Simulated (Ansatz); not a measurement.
Base system: SiS₂ (space group Ibam, No. 72; a = 6.019 Å, b = 9.396 Å, c = 5.545 Å; made of chains).

One thing is altered: an isotropic linear strain of +1.51 %; the atoms relax in the strained cell.

Method: DFT with PBEsol, PAW potentials and a 420 eV plane-wave cutoff in Ansatz (a first-principles code), no SOC.

Base, band edges from the VBM (valence, conduction): W -0.82, 3.41; T -0.04, 3.84; Γ -0.39, 3.59; S -0.68, 3.38; R -0.72, 3.32; X -0.08, 2.86; G₀ -0.57, 2.90; Λ₀ -0.57, 2.90; Σ₀ -0.01, 3.27; F₀ -0.01, 3.27 eV.

Give the band edges at the high-symmetry points of the new zone, measured from its valence-band maximum.


```csv
point,valence edge (eV),conduction edge (eV)
Γ,-0.33,3.73
X,-0.07,2.95
F₀,-0.01,3.32
Σ₀,-0.01,3.32
Λ₀,-0.53,2.95
G₀,-0.53,2.95
R,-0.70,3.29
W,-0.81,3.37
S,-0.71,3.35
T,-0.04,3.82
```

The gap is 2.88 eV, indirect, Σ₀–Γ (11 % along) → G₀–X (25 % along).

Stability against distortions was not tested. No dispersion term is included in the PBEsol runs.
